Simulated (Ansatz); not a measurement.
Energy from pressure between two volumes: HgTe (R3m, 2 atoms in the cell)

```
CELL_PARAMETERS angstrom
      0.00000     3.21385     3.21385
      3.21385     0.00000     3.21385
      3.21385     3.21385     0.00000
ATOMIC_POSITIONS crystal
  Hg 0.00449 0.00449 0.00449
  Te 0.25000 0.25000 0.25000
```

Computed with PBEsol, default PAW files made with PBE (plane waves; Ansatz, a first-principles code).

Settings: basis.ecutwfc = 1010 eV; kpoints.mp_grid.grid = 7 7 7; hamiltonian.xc = pbesol; hamiltonian.pseudopotentials = {kind: paw} (the program's default PAW files); scf.occupations.method = fermi_dirac; scf.occupations.width = 0.01 eV. This cutoff ends a ladder whose last two steps agree within 1 meV/atom.

The second cell is the first with its lattice scaled by 0.98, at the same fractional positions.

The starting cell has typed, rounded lattice constants, without a prior relaxation at this level. Its lattice was rescaled by up to half a per cent. One atom was moved a little off its site on purpose. Ansatz's pressure includes its estimate of the finite-basis (Pulay) stress. The run gives no clean gap (levels at the Fermi energy touch, overlap or are partly filled at this smearing), which alone does not show that the compound is a metal.

| cell | volume (Å³/atom) | pressure (GPa) | F less the first cell's (meV/atom) |
|---|---|---|---|
| first | 33.1953 | 1.84 | 0.00 |
| second | 31.2432 | 5.44 | ? |

Task: Estimate the energy of the second cell from the pressures, and the bulk modulus between the two volumes.

Result: With P = −dF/dV, the trapezoid gives ΔF ≈ −(P₁ + P₂)/2 · ΔV = −(3.640 GPa) · (-1.9521 Å³) = 44.35 meV/atom (1 eV/Å³ = 160.22 GPa). The modulus at fixed fractional positions is B = −ΔP/Δln V = 59 GPa, a mean over the interval; zero pressure lies outside it, so this is not the modulus at equilibrium. P(V) is curved, so the trapezoid lies high by about |ΔV|³·B·(1 + B′)/(12·V̄²) = 1.11 meV/atom for an assumed B′ = 4, which leaves 43.24 meV/atom. The runs gave 43.04 meV/atom, a miss of 0.20 meV/atom. Cases were kept where this miss is small, so the page shows the method and is no test of it.

Left out of this page: 15 runs of the series outside the window shown, repeating another row's setting, or not comparable.

Keys are those of Ansatz 0.2.
